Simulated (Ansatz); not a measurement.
Consider Ru in the hcp (Mg type) structure (space group P6_3/mmc, No. 194; a = 2.692 Å, c = 4.246 Å). Axes: x lies along a and z along c of the hexagonal cell.

All numbers come from DFT with PBEsol, PAW potentials and a 420 eV plane-wave cutoff in Ansatz (a program for electronic structure), spin-orbit coupling left out.

For the base:

| Property | Value |
|---|---|
| Shortest interatomic distance | 2.631 Å |

Modification: a free-standing slab of 5 layers (5 atoms, 1 a layer) is cut normal to the z axis, with 15 Å of vacuum and the in-plane cell held at bulk.

Problem. Predict the new excess energy per area of both faces.

Solution. The excess energy per area of both faces (slab less bulk energy over the cell's area: twice a surface energy) comes out as 6.1 J/m² (uncertain by up to 0.1 J/m²).

Problem. What does the calculation give for the change of the spacing d12 from its bulk value of 2.123 Å after the change?

Solution. The change of the spacing d12 from its bulk value of 2.123 Å amounts to -3.5 %.

Problem. How does this affect the change of the spacing d23 from its bulk value of 2.123 Å?

Solution. The change of the spacing d23 from its bulk value of 2.123 Å amounts to +0.6 %.

Problem. Estimate the effect on the shortest interatomic distance.

Solution. The shortest interatomic distance decreases by 0.060 Å, from 2.631 Å to 2.571 Å.

The excess energy carries the mismatch between the slab's and the bulk's meshes. Stability against distortions was not tested. All final runs are without spin polarisation.
